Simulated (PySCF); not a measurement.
PySCF 2.14.0, CCSD (frozen core)/cc-pvdz: Ge(Cl)(SH)3 ([SH][Ge]([SH])([SH])[Cl]), 8 atoms. The geometry is a generated start, not checked to be a minimum at this level.

```json
{
  "task": "ccsd",
  "basis": "cc-pvdz",
  "two_electron_scheme": "exact four-centre integrals",
  "frozen_core": "true",
  "mf.init_guess": "minao (default)",
  "mf.DIIS": "CDIIS (default)",
  "mf.diis_space": "8 (default)",
  "mf.conv_tol": "1e-09 (default)",
  "basis functions (reference run)": "114"
}
```

On 4 threads, 1 BLAS thread. Build: conda-forge: OpenMP (GNU), OpenBLAS with its own threads, libcint, Libxc. Each setting ran once; only counts and results are compared.

Values of mol.max_memory tried: 8000 MB, 4000 MB, 2000 MB, 1000 MB, 500 MB, 300 MB, 200 MB.

What happens as the memory setting falls?

It runs down to 200 MB, the lowest tried, with the same result. At 8000 MB: SCF integrals in memory, transformation in memory. From 500 MB down: SCF integrals in memory, transformation through a file. From 200 MB down: direct SCF, transformation through a file.

| mol.max_memory | path | peak memory |
|---|---|---|
| 8000 MB | SCF integrals in memory, transformation in memory | 0.60 GiB |
| 4000 MB | SCF integrals in memory, transformation in memory | 0.60 GiB |
| 2000 MB | SCF integrals in memory, transformation in memory | 0.60 GiB |
| 1000 MB | SCF integrals in memory, transformation in memory | 0.60 GiB |
| 500 MB | SCF integrals in memory, transformation through a file | 0.91 GiB |
| 300 MB | SCF integrals in memory, transformation through a file | 0.90 GiB |
| 200 MB | direct SCF, transformation through a file | 0.75 GiB |

Peak memory is the kernel's count for the largest process, libraries included and scratch files not. The peak passes the setting at 500 MB, 300 MB, 200 MB: it is no hard cap.
